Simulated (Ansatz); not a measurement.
**SnS in the zinc blende structure (space group F-43m, No. 216; a cell from a computed database, its experimental status unchecked)**

```yaml
crystal:
  lattice:
    - [0.00000, 3.20812, 3.20812]
    - [3.20812, 0.00000, 3.20812]
    - [3.20812, 3.20812, 0.00000]
  atoms:
    - { symbol: Sn, position: [0.00000, 0.00000, 0.00000] }
    - { symbol: S, position: [0.25000, 0.25000, 0.25000] }
```

Calculations: PBEsol, PAW, 420 eV (Ansatz, a first-principles code; spin-orbit coupling left out). Settings: 13×13×13 k-points, 0.05 eV Fermi–Dirac smearing.

* **Volume per atom**: 33.02 Å³
* **Density**: 3.79 g/cm³
* **Band gap**: zero
* **Total energy**: -3417.447 eV/atom (σ→0; compares only within this code and set-up)

Stability against distortions was not tested. The final runs are not spin-polarised. A zero or small gap of SnS can be the functional's error rather than a property of the material.
